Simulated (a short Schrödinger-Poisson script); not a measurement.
System: gated Al0.33Ga0.67As/GaAs modulation-doped gas, at 300 K.

```
layer        material  thickness (nm)  Nd (cm⁻³)  Na (cm⁻³)
-----  --------------  --------------  ---------  ---------
1      Al0.33Ga0.67As              15          -          -
2      Al0.33Ga0.67As              20     7.5e17          -
3      Al0.33Ga0.67As              10          -          -
4                GaAs            6000          -       4e15
```

Constants are typed, rounded textbook-type inputs, not results; the design itself was drawn at random and stands for no fabricated device. Al0.33Ga0.67As: permittivity 11.96, conduction-band edge (eV) 0.261, gap (eV) 1.836, electron mass (mₑ) 0.0944, Nv at 300 K (cm⁻³) 9e18. GaAs: permittivity 12.9, conduction-band edge (eV) 0, gap (eV) 1.424, Nv at 300 K (cm⁻³) 9e18.

Channel valleys (confinement mass, in-plane density-of-states mass, number): Γ 0.067, 0.067, 1. At the gate the conduction-band edge of layer 1 lies 1.01 eV − eVg above the Fermi level of the channel; the field vanishes at the back. Donor level 0.006 eV below the band edge. The barrier under the gate holds no holes. Gaps are held at their typed values at every temperature. Mesh 0.08 nm at interfaces.

Solved with a short Schrödinger-Poisson script written for these runs: 1D Poisson equation in equilibrium, electrons quantum, Hartree (BenDaniel-Duke, 40 states a valley, the channel's in-plane mass for all, wave functions free to enter the barrier), parabolic valleys, classical holes, donors ionised by Fermi statistics, acceptors fully, no traps, pinning or gate leakage.

The same stack at other levels of the model or other numerical settings:

| run | sheet density of all electrons at Vg = 0.5 V (cm⁻²) | capacitance at Vg = 0.5 V (μF/cm²) | centroid of the channel electrons at Vg = 0.5 V (nm) | gate voltage at 1e11 electrons/cm² (V) | rough cost against the base |
|---|---|---|---|---|---|
| base | 1.90e11 | 0.188 | 8.58 | 0.41 | about 1 |
| electrons treated as classical, Boltzmann | 2.09e11 | 0.197 | 6.13 | 0.40 | 0.04 |
| electrons treated as classical, Fermi-Dirac | 2.04e11 | 0.192 | 6.53 | 0.40 | 0.2 |
| electrons treated as quantum, Hartree plus LDA exchange-correlation | 1.97e11 | 0.191 | 8.32 | 0.41 | about 1 |
| mesh six times as coarse | 1.90e11 | 0.188 | 8.59 | 0.41 | 0.3 |
| one subband a valley | 1.78e11 | 0.187 | 6.11 | 0.43 | 0.3 |

The classical rows ignore confinement, and Boltzmann statistics overrate the density once the band edge passes the Fermi level.
